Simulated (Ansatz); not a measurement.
Where the default PAW files enter, the runs use the earlier of Ansatz's two default sets.

Inside the gap of an insulator the Bloch states are evanescent, with a wavenumber k + iκ along the transport direction.

Here is the system:

```
CELL_PARAMETERS angstrom
      3.94621     0.00000     0.00000
      0.00000     5.58078     0.00000
      1.97310     2.79039     1.97310
ATOMIC_POSITIONS crystal
  Ba 0.00000 0.00000 0.00000
  O  0.00000 0.50000 0.00000
```

Space group of this cell: Fm-3m, rock salt. The cell is taken as given; by PBEsol its mean pressure is -3.4 GPa.

Transport runs along the normal of the first two printed cell vectors, the (110) plane of the conventional cell.

The gap is the functional's own, uncorrected, and κ follows it; spin-orbit coupling is left out. Mid-gap values are interpolated between the computed energies.

### Question
State the band gap and the smallest decay constant κ at mid-gap according to Ansatz (a program for electronic structure) with PBEsol.

### Answer
Gap 2.01 eV on a 16×16×16 mesh; κ = 0.282 1/Å, at the zone centre.
